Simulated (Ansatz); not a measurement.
Consider the energy of the reaction as written. Reaction: 3 C (graphite) + 4 W (bcc) → cell A. Negative: the products are lower in energy.

Cell A: a sheet of composition W4C3 built on WC (P-6m2) (0001), with 5 atoms on that crystal's sites, 7 atoms, hexagonal cell of 5.03 Å (21.9 Å²), symmetry C2/m within 0.02 Å, 2.2 Å thick under 16 Å of vacuum, in-plane vectors held at the crystal's; planes from bottom to top: W2 | C3 | W2; spin state with PBE: run without spin, k-point mesh 7×7×1.
```yaml
crystal:
  lattice:
    - [5.02700, 0.00000, 0.00000]
    - [2.51350, 4.35351, 0.00000]
    - [0.00000, 0.00000, 18.42820]
  atoms:
    - { symbol: C, position: [0.33333, 0.00000, 0.50000] }
    - { symbol: W, position: [0.35376, 0.31865, 0.43902] }
    - { symbol: C, position: [0.66677, 0.33313, 0.50000] }
    - { symbol: W, position: [0.99425, 0.31865, 0.56098] }
    - { symbol: W, position: [0.67241, 0.68135, 0.43902] }
    - { symbol: C, position: [0.99990, 0.66687, 0.50000] }
    - { symbol: W, position: [0.31291, 0.68135, 0.56098] }
```

Reference: C (graphite, P6₃/mmc), 4 atoms in the cell, k-point mesh 18×18×6 on the run's own vectors. Conventional cell: a = 2.4650 Å, b = 2.4650 Å, c = 6.7411 Å, α = 90.00°, β = 90.00°, γ = 120.00°.

Reference: W (bcc, Im-3m), 1 atom in the cell; spin state with PBE: run without spin, k-point mesh 26×26×26 on the run's own vectors. Conventional cell: a = 3.1594 Å, b = 3.1594 Å, c = 3.1594 Å, α = 90.00°, β = 90.00°, γ = 90.00°.

Plane-wave PAW calculations with Ansatz (a first-principles code), its PAW set soft_1, cutoff 420 eV, 500 eV for r2SCAN. The structures are at rest with PBE+D3(BJ), within the held lattices; other levels are single points on them. Neutral cells; Fermi-Dirac smearing of at most 0.10 eV in the solids, energies taken to zero width. The lattices are those relaxed with PBE+D3(BJ) or held as stated, so at other levels the solids can be strained, which adds to the spread. A dispersion term (D3(BJ), or D4 for r2SCAN) was computed beside these levels and is taken off wherever the name lacks it. Static lattices, no vibrational contributions. Cells are local rest points, mostly with their start's symmetry. Spin-orbit coupling is left out. Cell A has symmetry C2/m within 0.02 Å and got no random move, so less symmetric positions, which may lie lower, weren't tried.

### Question
What value does r2SCAN give?

### Answer
11.87 eV, for 3 C (graphite) + 4 W (bcc) → cell A.

### Question
What do the other levels give, and how wide is the spread?

### Answer
```json
[
 {"Functional": "PBE", "value (eV)": "11.23", "less r2SCAN": "-0.64"},
 {"Functional": "PBE+D3(BJ)", "value (eV)": "13.04", "less r2SCAN": "1.17"},
 {"Functional": "r2SCAN+D4", "value (eV)": "12.48", "less r2SCAN": "0.61"}
]
```

The levels shown span 1.81 eV, from PBE (11.23) to PBE+D3(BJ) (13.04).
